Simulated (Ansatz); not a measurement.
# Worked example: self-consistent single point of AlInSb2 (Pmm2, 4 atoms in the cell) in Ansatz

Level of theory: LDA (PW92), default PAW files made with PBE (plane waves; Ansatz, a first-principles code).

Input:

Ansatz 0.2 input:
```yaml
# AlInSb2
crystal:
  lattice:
    - [4.492651, 0.000000, 0.000000]
    - [0.000000, 4.492651, 0.000000]
    - [0.000000, 0.000000, 6.329774]
  atoms:
    - { symbol: Al, position_ang: [0.000000, 0.000000, 0.049999] }
    - { symbol: In, position_ang: [2.246326, 2.246326, 3.164887] }
    - { symbol: Sb, position_ang: [0.000000, 2.246326, 1.477179] }
    - { symbol: Sb, position_ang: [2.246326, 0.000000, 4.852595] }
basis:
  ecutwfc: 420.0
kpoints:
  mp_grid: { grid: [6, 6, 4] }
hamiltonian:
  xc: lda
  pseudopotentials: { kind: paw }
scf:
  occupations: { method: fermi_dirac, width: 0.01 }
output:
  forces: true
  eigenvalues: true
  stress: true
```

Output (repeated stretches shortened):

```
WARN ansatz: RAYON_NUM_THREADS=1 ignored (pool sized by the plan → 1); use --threads N
Pseudopotentials: kind: paw
Pseudopotential: Al, paw, valence charge 3
Pseudopotential: In, paw, valence charge 13
Pseudopotential: Sb, paw, valence charge 15
Crystal: 4 atoms, lattice volume = 127.760 Å³
Basis set: ecut = 420 eV, 2477 PW (Γ)
Bands: 28, of which v1, the nominal top of the filled ones, is band 23 counted from 1 (22 counted from 0)
Symmetry: 4 space group operations
Space group: Pmm2 (ITA 25), of the structure as read, at distance tolerance 5.0e-5 Å
k-points: 48 of 144 (time reversal used)
PAW frozen core: Al, regenerated for the run's functional, and the local potential with it
PAW frozen core: In, regenerated for the run's functional, and the local potential with it
PAW frozen core: Sb, regenerated for the run's functional, and the local potential with it
Initial density: superposition of atomic densities (neutral atoms: chi_scale 0, normalization atom), corrected by the library's trained network
Initial wavefunctions: pseudopotential atomic-orbital guess
Eigensolver: davidson
Functional: x = slater, c = lda
SCF iter   1: F=—  HF=-18642.091708 eV  |F-HF|=—  |Δ(HF+E_count)|=         —  Δρ=6.26e-3  dr2=3.15e-2  ethr=1.77e-3  ⟨swp⟩=8.3  Hψ=7026  notcnv=0
all-band conjugate gradients solve this SCF's bands
preconditioner: auto → Resta (q_TF=auto, 2.301 Å⁻¹)
SCF iter   2: F=—  HF=-18642.082396 eV  |F-HF|=—  |Δ(HF+E_count)|=   9.31e-3  Δρ=2.79e-3  dr2=6.44e-3  ethr=6.85e-5  ⟨swp⟩=3.0  Hψ=2702  notcnv=0  defer=47
SCF iter   3: F=—  HF=-18642.081131 eV  |F-HF|=—  |Δ(HF+E_count)|=   1.26e-3  Δρ=4.51e-4  dr2=2.78e-4  ethr=1.40e-5  ⟨swp⟩=3.5  Hψ=2618  notcnv=0  defer=47
SCF iter   4: F=—  HF=-18642.081155 eV  |F-HF|=—  |Δ(HF+E_count)|=   2.38e-5  Δρ=1.28e-4  dr2=3.19e-5  ethr=6.03e-7  ⟨swp⟩=2.1  Hψ=2324  notcnv=0  defer=47
SCF iter   5: F=—  HF=-18642.081141 eV  |F-HF|=—  |Δ(HF+E_count)|=   1.36e-5  Δρ=3.86e-5  dr2=3.01e-6  ethr=6.94e-8  ⟨swp⟩=2.0  Hψ=2401  notcnv=0  defer=47
SCF iter   6: F=—  HF=-18642.081142 eV  |F-HF|=—  |Δ(HF+E_count)|=   1.24e-6  Δρ=8.20e-6  dr2=1.30e-7  ethr=6.54e-9  ⟨swp⟩=2.0  Hψ=1602  notcnv=0  defer=47
SCF iter   7: F=-18642.081142 eV  HF=-18642.081142 eV  |F-HF|=1.60e-8  |Δ(HF+E_count)|=   2.55e-8  Δρ=2.94e-6  dr2=2.21e-8  ethr=2.17e-10  ⟨swp⟩=10.0  Hψ=5833  notcnv=0
SCF 1 converged in 7 iterations: F = -18642.081142 eV  dr2 = 2.21e-8
SCF converged after 7 iterations
Free energy (F): -18642.081142 eV
Harris-Foulkes:  -18642.081142 eV  (|F-HF|=1.60e-8)
Internal energy: -18642.081142 eV  (E = F + TS)
E sigma→0 (E₀):  -18642.081142 eV
Fermi energy:    6.580676 eV
--- Per-component energies (eV) ---
  E_band       = -486.724346
  E_kinetic    = 683.178523
  E_local      = -5304.622624  (includes V_loc(G=0)·N_el)
  E_nonlocal   = 1115.733513
  E_hartree    = 2323.017232
  E_xc         = -527.319113
  E_vxc        = -323.539369  (∫ρ·V_xc dr)
  E_paw        = -13314.876074  (= ΣΔE_a)
  E_vpaw       = -1303.514005  (= ΣTr[D̂ρ^β])
  E_aug_tail   = 0.000017  (compensation charges beyond the density's cutoff)
  E_ewald      = -3618.650516
  E_core_change = 1.457900  (= ΣΔE_core)
  E_smearing   = -0.000000  (= −TS)
  E_closure    = 0.000000  (closes the sum)
  Σ components = -18642.081142   (vs F -18642.081142, Δ=0.00e0)
--- Forces (eV/Å), atoms counted from 1 ---
  atom   1  Al     0.00000000     0.00000000    -0.41389796
  atom   2  In     0.00000000     0.00000000     0.07202769
  atom   3  Sb     0.00000000     0.00000000     0.22392107
  atom   4  Sb     0.00000000     0.00000000     0.11795611
  max |Σ_I F_I| component: 6.91e-6 eV/Å
--- Stress (GPa, compression-positive) ---
       -2.022767       0.000000       0.000000
        0.000000      -1.238771       0.000000
        0.000000       0.000000      -1.682435
  P = ⅓ Tr σ = -1.6480 GPa (-16.480 kbar)
  The stress holds the Pulay correction. Without it, at fixed plane waves, as pw.x and ABINIT print it: P = -1.6767 GPa
--- Band table (eV; the first three rows and the last of 48) ---
  k-point 0: bands = ["-21.9607", "-21.9598", "-21.9509", "-21.9388", "-21.9361", "-21.8891", "-21.8820", "-21.8684", "-21.8593", "-21.8570", "-8.0285", "-7.9647", "-7.9632", "-7.9119", "-7.8993", "-4.3160", "-2.3997", "0.6969", "4.0828", "4.1762", [...]
  k-point 1: bands = ["-21.9607", "-21.9598", "-21.9508", "-21.9388", "-21.9361", "-21.8892", "-21.8820", "-21.8684", "-21.8593", "-21.8570", "-8.0293", "-7.9649", "-7.9634", "-7.9113", "-7.8993", "-4.1313", "-2.8537", "1.3905", "4.2710", "4.3809", [...]
  k-point 2: bands = ["-21.9607", "-21.9598", "-21.9508", "-21.9388", "-21.9361", "-21.8892", "-21.8821", "-21.8684", "-21.8593", "-21.8570", "-8.0301", "-7.9651", "-7.9637", "-7.9107", "-7.8993", "-3.6726", "-3.5225", "2.5713", "3.2235", "4.6125", [...]
  k-point 47: bands = ["-21.9613", "-21.9554", "-21.9519", "-21.9374", "-21.9367", "-21.8899", "-21.8785", "-21.8694", "-21.8582", "-21.8566", "-8.0155", "-8.0126", "-7.9355", "-7.9190", "-7.9001", "-2.4530", "-2.3146", "0.7861", "0.9188", "3.3674", [...]
```

The run converged in 7 iterations.

The starting cell comes from a database of computed structures (which also holds hypothetical and non-ambient phases and stackings), without a prior relaxation at this level. Its lattice was rescaled by up to half a per cent. One atom was moved a little off its site on purpose. Spin-orbit coupling is off. Ansatz's pressure includes its estimate of the finite-basis (Pulay) stress.
